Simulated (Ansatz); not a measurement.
Si2N2O (Cmc2₁, No. 36) was calculated with HSE06 (PAW; Ansatz, a quantum-chemistry and plane-wave program).

Numerical settings: plane-wave cutoff 460 eV, 6×6×6 k mesh, Fermi–Dirac smearing 0.01 eV, scalar-relativistic PAW data made under PBE.

The cell is the one relaxed with PBEsol. Conventional cell: a = 8.9212 Å, b = 5.5174 Å, c = 4.8650 Å, α = 90.00°, β = 90.00°, γ = 90.00°.

```
CELL_PARAMETERS angstrom
      4.46060    -2.75870     0.00000
      4.46060     2.75870     0.00000
      0.00000     0.00000     4.86496
ATOMIC_POSITIONS crystal
  Si 0.32749 0.02570 0.72892
  Si 0.67251 0.97430 0.22892
  Si 0.97430 0.67251 0.72892
  Si 0.02570 0.32749 0.22892
  N  0.34220 0.09411 0.38375
  N  0.65780 0.90589 0.88375
  N  0.90589 0.65780 0.38375
  N  0.09411 0.34220 0.88375
  O  0.21222 0.78778 0.78193
  O  0.78778 0.21222 0.28193
```

Task: List the 32 lowest band energies at Γ above −25 eV (eV, relative to the valence band maximum), grouping those that round alike.

Result: At Γ: -21.11, -20.63, -17.67, -15.80, -15.62, -15.55, -9.70, -9.37, -8.80, -6.47, -5.99, -5.79, -5.46, -4.63, -4.38, -3.69, -3.37, -2.41, -2.11, -1.81, -1.80, -1.10, -0.88, 0.00, 6.54, 8.07, 8.09, 8.90, 9.56, 10.12, 10.29, 10.54.

Note: the run warned that its exchange threshold was loose for the stress; cell and atoms aren't relaxed at this level (pressure -2.5 GPa).
